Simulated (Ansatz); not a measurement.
# A computed series for WSe2: response to strain

Take WSe2 (space group P6_3/mmc, No. 194; layered, stacked along the Cartesian z axis) as the base.

```
CELL_PARAMETERS angstrom
      3.23049     0.00000     0.00000
     -1.61525     2.79769     0.00000
      0.00000     0.00000    12.41107
ATOMIC_POSITIONS crystal
  W  0.66667 0.33333 0.75000
  W  0.33333 0.66667 0.25000
  Se 0.66667 0.33333 0.38545
  Se 0.33333 0.66667 0.88545
  Se 0.33333 0.66667 0.61455
  Se 0.66667 0.33333 0.11455
```

Cartesian axes are those of the cell as printed.

Strains are applied to the cell and any free atomic positions relax.

Computed with PBEsol-D3(BJ)/PAW in Ansatz (an electronic-structure program), no spin-orbit coupling.

Notes on the quantities. energy relative to the base: free energy F.

| uniaxial strain ε_zz (%) | energy relative to the base (meV/atom) |
|---|---|
| -3 | 6.6 |
| -2.4 | 4.1 |
| -1.8 | 2.2 |
| -1.2 | ? |
| -0.6 | 0.2 |
| 0 | 0.0 |

**Question.** Fit ΔE = Aε² + Bε³ (ε in %) to the rows shown and predict the withheld row.

**Answer.** Least squares on the printed values gives A = 0.605 and B = -0.043 meV/atom (largest residual 0.0 meV/atom); this predicts 0.9 meV/atom, and the run gives 0.9 meV/atom, in agreement.

Stability against distortions was not tested.
